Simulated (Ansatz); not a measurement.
The starting structures come from a database of crystals and need not be the phases stable at ambient conditions.

By PBEsol, the system below comes out a metal.

Without scattering a metal conducts by its projected Fermi surface.

Given:

```
CELL_PARAMETERS angstrom
      5.59932     0.00000     0.00000
     -2.79966     4.84916     0.00000
      2.79966     1.61639     1.14296
ATOMIC_POSITIONS crystal
  Pb 0.00000 0.00000 0.00000
```

Space group of this cell: Im-3m, bcc (W type). The cell is taken as given; by PBEsol its mean pressure is -1.6 GPa.

The current flows along the normal of the first two printed cell vectors, the (111) plane of the conventional cell. No spin-orbit coupling; the value is a mean over 0.1 eV about the Fermi level.

**Question.** Give the ballistic conductance per area that PBEsol in Ansatz (a quantum-chemistry and plane-wave program) yields.

**Answer.** 0.96 × 10¹⁵ S/m² for both spins.
